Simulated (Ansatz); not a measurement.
Reference: CsPbCl₃ (Pm-3m), r2SCAN with spin-orbit coupling, rigid bands (plane waves, PAW; Ansatz, a first-principles code); geometry: cell and atoms relaxed with r2SCAN.

Space group Pm-3m (No. 221); a = 5.674 Å, b = 5.674 Å, c = 5.674 Å, α = 90.00°, β = 90.00°, γ = 90.00°

```csv
atom,site,symmetry,x,y,z
Cs,1a,m-3m,0.0000,0.0000,0.0000
Pb,1b,m-3m,0.5000,0.5000,0.5000
Cl,3c,4/mm.m,0.0000,0.5000,0.5000
```

- band gap = 1.18 eV
- electron conductivity mass = 0.22 mₑ
- hole conductivity mass = 0.198 mₑ
- Seebeck coefficient, n-type 1e19 cm⁻³ = -122 μV/K

Q: Replace Cl by Br on the same sites and relax. What happens?

A: CsPbBr$_{3}$ (Pm-3m): volume per atom 36.5 to 41.9 Å³; band gap falls (1.18 eV to 0.76 eV); electron conductivity mass falls (0.22 mₑ to 0.150 mₑ); hole conductivity mass falls (0.198 mₑ to 0.148 mₑ); Seebeck coefficient, n-type 1e19 cm⁻³ falls in size (-122 μV/K to -90 μV/K).

Moves up to 5 % count as about the same. Masses are for dilute carriers at 300 K, harmonic means over directions unless an axis is named. Seebeck coefficients are for the stated density at 300 K, with one relaxation time for all states and whether or not that doping can be reached.

CsPbBr3 (Pm-3m), CsPbCl3 (Pm-3m): a high-temperature phase held by its symmetry.
